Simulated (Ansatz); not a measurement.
BN (model structure, started from the SiC type, P3m1, No. 156, 20 atoms in the cell) was calculated with PBEsol (plane waves, PAW; Ansatz, a quantum-chemistry and plane-wave program).

Run with plane-wave cutoff 520 eV, 18×18×2 k mesh (along the axes of the cell as run), Fermi–Dirac smearing 0.01 eV, scalar-relativistic PAW data made under PBE.

Cell (relaxed at this level):

```cif
data_B10N10
_chemical_formula_sum 'B10 N10'
_space_group_name_H-M_alt 'P 1'
_space_group_IT_number 1
_cell_length_a 2.54608
_cell_length_b 2.54608
_cell_length_c 20.89585
_cell_angle_alpha 90.000
_cell_angle_beta 90.000
_cell_angle_gamma 120.000
loop_
_space_group_symop_operation_xyz
  'x, y, z'
loop_
_atom_site_label
_atom_site_type_symbol
_atom_site_fract_x
_atom_site_fract_y
_atom_site_fract_z
_atom_site_occupancy
B1 B 0.00000 0.00000 0.19983 1
B2 B 0.00000 0.00000 0.40004 1
B3 B 0.33333 0.66667 0.29968 1
B4 B 0.00000 0.00000 0.60022 1
B5 B 0.33333 0.66667 0.99985 1
B6 B 0.33333 0.66667 0.70002 1
B7 B 0.66667 0.33333 0.90000 1
B8 B 0.00000 0.00000 0.80040 1
B9 B 0.66667 0.33333 0.10022 1
B10 B 0.66667 0.33333 0.49985 1
N1 N 0.33333 0.66667 0.77537 1
N2 N 0.33333 0.66667 0.07519 1
N3 N 0.00000 0.00000 0.67491 1
N4 N 0.00000 0.00000 0.27457 1
N5 N 0.66667 0.33333 0.17493 1
N6 N 0.66667 0.33333 0.57520 1
N7 N 0.00000 0.00000 0.47474 1
N8 N 0.66667 0.33333 0.97475 1
N9 N 0.33333 0.66667 0.37502 1
N10 N 0.00000 0.00000 0.87511 1
```

Question: Give the computed band gap and Γ–Γ gap.

Answer: 
* **band gap**: 5.07 eV (on the SCF k mesh)
* **Γ–Γ gap**: 8.61 eV

Note: the relaxation could raise the start's symmetry but not lower it, so the cell can be a saddle point.

The computed numbers hold no vibrational or temperature effects.

A model structure was made by putting elements into a prototype or built by hand; it is no filed structure, need not be a known phase, and can be a saddle point held by its symmetry.
